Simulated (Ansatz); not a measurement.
Pressure series in MoTe2

Base system: MoTe2 in the 2H-MoS2 type structure (space group P6_3/mmc, No. 194; a = 3.4966 Å, c = 13.6958 Å; layered, stacked along the Cartesian z axis).

Cell and atoms are relaxed at each pressure.

Levels (all Ansatz, a program for electronic structure, PAW): PBE-D3(BJ) (420 eV, scalar-relativistic without spin-orbit coupling); PBEsol-D3(BJ) (420 eV, without spin-orbit coupling).

The base cell above is that of PBE-D3(BJ); each level relaxes its own structures.

| case | lattice parameter a, PBE-D3(BJ) | lattice parameter a, PBEsol-D3(BJ) |
|---|---|---|
| pressure 0.3 GPa | 3.491 Å | … |
| pressure 0.7 GPa | 3.485 Å | 3.424 Å |
| pressure 1.5 GPa | 3.472 Å | … |
| pressure 3 GPa | 3.450 Å | 3.394 Å |

Question: Complete the table.

Answer: 
- pressure 0.3 GPa, lattice parameter a, PBEsol-D3(BJ): 3.430 Å
- pressure 1.5 GPa, lattice parameter a, PBEsol-D3(BJ): 3.413 Å

PBE-D3(BJ) lies above PBEsol-D3(BJ) in every row, by 0.056 Å to 0.062 Å. They put the cases in the same order.

Load acts through the strain it causes; cell and atoms are relaxed under it. Whether these cells are dynamically stable was not tested. The program warned that a D3 coordination switch lies within reach, so dispersion energies are less smooth here.
